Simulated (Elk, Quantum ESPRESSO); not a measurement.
An Elk input for a self-consistent single point of HfC (Fm-3m, 2 atoms in the cell) (DFT, PBE, all-electron FP-LAPW, Elk's shipped species files, APW+lo basis with extra local orbitals):

```
tasks
  0

xctype
  20

rgkmax
  7.5

gmaxvr
  14.0

nxlo
  2

lorbcnd
  .true.

rmtscf
  0.89

lmaxi
  2

swidth
  0.00367493

maxscl
  100

avec
    0.0000000000    4.2964813169    4.2964813169
    4.2964813169    0.0000000000    4.2964813169
    4.2964813169    4.2964813169    0.0000000000

sppath
  './'

atoms
  2
  'Hf.in'
  1
  0.0000000000  0.0000000000  0.0000000000    0.0 0.0 0.0
  'C.in'
  1
  0.5000000000  0.5000000000  0.5000000000    0.0 0.0 0.0

ngridk
  10 10 10
```

Task: Write the same calculation as an input for Quantum ESPRESSO.

Result: One input that does it (others would too):

```fortran
&CONTROL
 calculation = 'scf'
 prefix = 'hfc'
 outdir = './out'
 pseudo_dir = './'
 tprnfor = .true.
 tstress = .true.
/
&SYSTEM
 ibrav = 0
 nat = 2
 ntyp = 2
 ecutwfc = 60
 ecutrho = 480
 occupations = 'smearing'
 smearing = 'fermi-dirac'
 degauss = 0.0073499
/
&ELECTRONS
 conv_thr = 1.0d-9
/
ATOMIC_SPECIES
Hf   178.4900  Hf-sp.oncvpsp.upf
C     12.0110  C.pbe-n-kjpaw_psl.1.0.0.UPF
CELL_PARAMETERS {angstrom}
   0.0000000000     2.2736000000     2.2736000000
   2.2736000000     0.0000000000     2.2736000000
   2.2736000000     2.2736000000     0.0000000000
ATOMIC_POSITIONS {angstrom}
Hf    0.0000000000    0.0000000000    0.0000000000
C     2.2736000000    2.2736000000    2.2736000000
K_POINTS {automatic}
10 10 10  0 0 0
```

Basis settings and potentials, where a program has them, do not carry over. This input uses DFT, PBE, plane waves, SSSP 1.1.2 efficiency (PBE) pseudopotentials.

The starting cell has typed, rounded lattice constants, without a prior relaxation at this level. For this run, on top of that: lattice scaled by 0.98.
